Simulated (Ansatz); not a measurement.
# SiC in the zinc blende structure (space group F-43m, No. 216)

```yaml
crystal:
  lattice:
    - [0.00000, 2.16449, 2.16449]
    - [2.16449, 0.00000, 2.16449]
    - [2.16449, 2.16449, 0.00000]
  atoms:
    - { symbol: Si, position: [0.00000, 0.00000, 0.00000] }
    - { symbol: C, position: [0.25000, 0.25000, 0.25000] }
```

Calculations: Ansatz (a first-principles code) LDA, without spin-orbit coupling. Γ-centred 13×13×13 mesh, Fermi–Dirac width 0.05 eV.

| Item | Result |
|---|---|
| Volume per atom | 10.14 Å³ |
| Density | 3.28 g/cm³ |
| Band gap | 1.30 eV, indirect, Γ → X |
| Electron mass | 0.68 mₑ along k, 0.23 mₑ across |
| Hole mass (degenerate bands, along [100]) | 0.39, 0.59, 0.59 mₑ |
| Lowest conduction-band minima above the VBM | X along ⟨100⟩ 1.30 eV |
| Total energy | -426.100 eV/atom (σ→0; compares only within this code and set-up) |

Effective masses come from finite differences of ±0.01 Å⁻¹. Along k means along the line from Γ to the band edge. No phonon test of stability was made.
